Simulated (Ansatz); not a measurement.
System: L1₀ (CuAu-type) FePt. Method: HSE06-D3(BJ) (PAW; Ansatz, a quantum-chemistry and plane-wave program).

Run with plane-wave cutoff 460 eV, 10×10×8 k mesh (along the axes of the cell as run), Fermi–Dirac smearing 0.05 eV, spin-polarised with parallel moments, scalar-relativistic PAW data made under PBE.

Cell (relaxed at this level):

```xyz
2
Lattice="2.7152 0.0000 0.0000 0.0000 2.7152 0.0000 0.0000 0.0000 3.6971" Properties=species:S:1:pos:R:3 pbc="T T T"
Fe     0.0000     0.0000     0.0000
Pt     1.3576     1.3576     1.8485
```
Starting moments (μB, in the order of the record's atoms Fe Pt): 3.0 0.0.

Task: Give the computed magnetic moment (largest site, within a sphere).

Result: 
- magnetic moment (largest site, within a sphere): 3.47 μB

Moments are spin moments.

Spin–orbit coupling is not included.

It cost roughly 50 core-minutes of CPU time.
